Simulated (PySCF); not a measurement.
PySCF 2.14.0, B3LYP/def2-svp, df: Cr(O)(S)(OSiH3)2 ([O]=[Cr](=[S])([O][SiH3])[O][SiH3]), 13 atoms. The geometry is a generated start, not checked to be a minimum at this level.

```
Quantity                      Result
-------------------  ---------------
task                          energy
method                         b3lyp
basis                       def2-svp
two-electron scheme  density fitting
mol.max_memory               3000 MB
mf.max_cycle                     100
mf.conv_tol          1e-09 (default)
mf.grids.level           3 (default)
basis functions                  157
grid points                   179240
```

```xyz
13

Cr    -0.5125     1.0303     0.1844
O     -0.7798     2.3261    -0.6344
S     -1.3308     1.3545     2.0515
O      1.1203     0.7084     0.4915
Si     2.7212     0.5380     0.7309
H      3.0105     1.3654     1.9048
H      3.3709     0.9984    -0.4997
H      2.8771    -0.9056     0.9611
O     -1.3080    -0.3480    -0.3919
Si    -2.1532    -1.5528    -1.0854
H     -1.2916    -2.7259    -0.8800
H     -2.3130    -1.1884    -2.4980
H     -3.4112    -1.6006    -0.3348
```

Charge 0 and multiplicity 1 are set for this test and not shown to be the ground state.

With the defaults (mf.DIIS = CDIIS, mf.diis_space = 8, mf.diis = true, mf.damp = 0, mf.diis_start_cycle = 1, mf.init_guess = minao, mf.level_shift = 0) it converges in 19 Fock builds. One run each on 2 threads, 1 BLAS thread, with these changes:
- mf.DIIS = EDIIS
- mf.diis = false, mf.damp = 0.7, mf.diis_start_cycle = 999
- mf.diis_space = 5
- mf.init_guess = mod_huckel
- mf.diis_space = 3
- mf.init_guess = sap
- mf.level_shift = 0.3 Hartree
- mf.diis = false
- mf.DIIS = ADIIS

Question: Which of these changes keep the SCF from converging, or lead it to another solution?

Answer: No convergence: mf.DIIS = ADIIS; mf.DIIS = EDIIS; mf.diis_space = 3; mf.diis = false; mf.diis = false, mf.damp = 0.7, mf.diis_start_cycle = 999 (the run ends without SCF convergence in 100 cycles). The rest reach the solution of the defaults.

```csv
setting,Fock builds,end
the defaults,19,same solution
mf.diis_space = 5,21,same solution
mf.level_shift = 0.3 Hartree,27,same solution
mf.init_guess = sap,28,same solution
mf.init_guess = mod_huckel,50,same solution
mf.DIIS = ADIIS,101,no convergence
mf.DIIS = EDIIS,101,no convergence
mf.diis_space = 3,101,no convergence
mf.diis = false,101,no convergence
"mf.diis = false, mf.damp = 0.7, mf.diis_start_cycle = 999",101,no convergence
```
